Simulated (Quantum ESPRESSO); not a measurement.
Input and output of a self-consistent single point for MgZn5 (R32, 6 atoms in the cell) (Quantum ESPRESSO).

Computed with PBEsol, GBRV 1.5 ultrasoft (PBESOL) pseudopotentials (plane waves; Quantum ESPRESSO).

```xyz
6
Lattice="2.3811 1.3747 4.6356 -2.3811 1.3747 4.6356 0.0000 -2.7494 4.6356" Properties=species:S:1:pos:R:3 pbc="T T T"
Mg     0.0000     0.0000     6.9533
Zn    -1.5970     0.0167     4.6356
Zn     0.7841    -1.3914     4.6356
Zn     0.8129     1.3747     4.6356
Zn     0.0000     0.0000    11.6298
Zn     0.0000     0.0000     2.2769
```

Reference input (self-consistent single point, DFT, PBEsol, plane waves, GBRV 1.5 ultrasoft (PBESOL) pseudopotentials): ecutwfc = 50 Ry; ecutrho = 250 Ry; occupations = smearing; smearing = mp; degauss = 0.0036749 Ry; potentials = {Mg: mg_pbesol_v1.4.uspp.F.UPF, Zn: zn_pbesol_v1.uspp.F.UPF}; K_POINTS = automatic 5 5 5 0 0 0; conv_thr = 1e-10 Ry; mixing_beta = 0.7. This run's input differs from it in these lines:

```diff
@@ -12,4 +12,4 @@
   ntyp = 2
-  ecutwfc = 50
-  ecutrho = 250
+  ecutwfc = 20
+  ecutrho = 100
   occupations = 'smearing'
```

Log, with long lists cut:

```
     Self-consistent Calculation

     iteration #  1     ecut=    20.00 Ry     beta= 0.70

     total energy              =   -2415.81525603 Ry
     estimated scf accuracy    <       6.59212455 Ry

     iteration #  2     ecut=    20.00 Ry     beta= 0.70

     total energy              =   -2418.72139528 Ry
     estimated scf accuracy    <       6.03392208 Ry

     iteration #  3     ecut=    20.00 Ry     beta= 0.70

     total energy              =   -2419.49854173 Ry
     estimated scf accuracy    <       0.18629502 Ry

   [... 7 blocks of this kind left out ...]

     iteration # 11     ecut=    20.00 Ry     beta= 0.70

     total energy              =   -2419.54448590 Ry
     estimated scf accuracy    <          3.4E-10 Ry

     iteration # 12     ecut=    20.00 Ry     beta= 0.70
     End of self-consistent calculation

   [... 6 lines left out ...]

   [... 6 lines left out ...]

     the Fermi energy is    12.8759 ev

!    total energy              =   -2419.54448590 Ry
     estimated scf accuracy    <          1.0E-12 Ry
     smearing contrib. (-TS)   =       0.00000642 Ry
     internal energy E=F+TS    =   -2419.54449232 Ry

     convergence has been achieved in  12 iterations

     Forces acting on atoms (cartesian axes, Ry/au):

     atom    1 type  1   force =    -0.00000000    0.00000000    0.00000000
     atom    2 type  2   force =     0.00781469   -0.01353543   -0.00000000
     atom    3 type  2   force =     0.00781469    0.01353543    0.00000000
     atom    4 type  2   force =    -0.01562937    0.00000000    0.00000000
     atom    5 type  2   force =     0.00000000    0.00000000   -0.01562334
   [... lines left out ...]

     Total force =     0.034943     Total SCF correction =     0.000004

          total   stress  (Ry/bohr**3)                   (kbar)     P=   -12606.37
  -0.08574392  -0.00000000  -0.00000000       -12613.37       -0.00       -0.00
   0.00000000  -0.08574392  -0.00000000            0.00   -12613.37       -0.00
   0.00000000  -0.00000000  -0.08560132            0.00       -0.00   -12592.39

   JOB DONE.
```

The run converged in 12 iterations. Against the reference run the free energy rises by 26.7 eV/atom, the pressure goes from -1.61 to -1261 GPa and the largest force goes from 0.016 to 0.402 eV/Å.

The starting cell comes from a database of computed structures (which also holds hypothetical and non-ambient phases and stackings), without a prior relaxation at this level. At the lowered cutoff the pressure carries the error of an incomplete plane-wave basis.
